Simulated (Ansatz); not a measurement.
Given:

```
CELL_PARAMETERS angstrom
      3.05954     0.00000     0.00000
     -1.52977     2.64964     0.00000
      0.00000     0.00000     4.98483
ATOMIC_POSITIONS crystal
  Ga 0.66667 0.33333 0.00078
  Ga 0.33333 0.66667 0.50078
  N  0.66667 0.33333 0.62442
  N  0.33333 0.66667 0.12442
```

No spin polarisation.

Level of theory: DFT with r2SCAN, PAW potentials and a 500 eV plane-wave cutoff in Ansatz (an electronic-structure program), spin-orbit coupling left out. k-mesh 12×12×7 (Γ-centred); smearing 0.05 eV (Fermi–Dirac).

Problem. Predict the gap character, band gap and valence-band top at Γ.

Solution. 
- Gap character = direct at Γ
- Band gap = 3.17 eV
- Valence-band top at Γ (three highest levels, from the VBM) = 0.00, 0.00, -0.06 eV

Load acts through the strain it causes; cell and atoms are relaxed under it. No phonon test of stability was made. Tetrahedral semiconductors of this kind turn to denser phases somewhere between about 1 and 50 GPa; those were not computed, so compressed cells here can lie past the real transition. The cell was made from GaN in the wurtzite structure (space group P6_3mc, No. 186) by this change: pressure 30 GPa.
